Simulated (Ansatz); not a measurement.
# A15 V₃Si (cubic form, which distorts at low temperature)

Method: RPBE in Ansatz (PAW).

Run with plane-wave cutoff 520 eV, 12×12×12 k mesh, Fermi–Dirac smearing 0.05 eV, no spin polarisation, scalar-relativistic PAW data made under PBE.

Cell: relaxed at this level.

* **volume per atom**: 13.26 Å³/atom
* **bulk modulus**: 182 GPa
* **equilibrium lattice constant a**: 4.734 Å
* **band gap**: none
* **pressure derivative B′ of the bulk modulus**: 4.0

Measured, for comparison: equilibrium volume per atom 13.18 Å³/atom, lattice constant a 4.724 Å (temperature not stated, not corrected to a static lattice; as tabulated in Zeng et al. (2023), arXiv:2309.11055); bulk modulus 171 GPa (300 K, not corrected to a static lattice, our sources range from 171 to 176; as tabulated in Lu and Klein (1997), arXiv:cond-mat/9704251). Computed (rounded) less measured: equilibrium volume per atom +0.6 %, bulk modulus +6 % (+3 % to +6 % over the range), lattice constant a +0.2 %. A static lattice is as a rule a little smaller and stiffer than an uncorrected measurement, which narrows the difference in the bulk modulus and would widen misses of the other sign.

Note: symmetry holds this phase in the static calculation, where it need not be a minimum.

Static lattice: no zero-point or thermal effects.

Ansatz is an electronic-structure program.
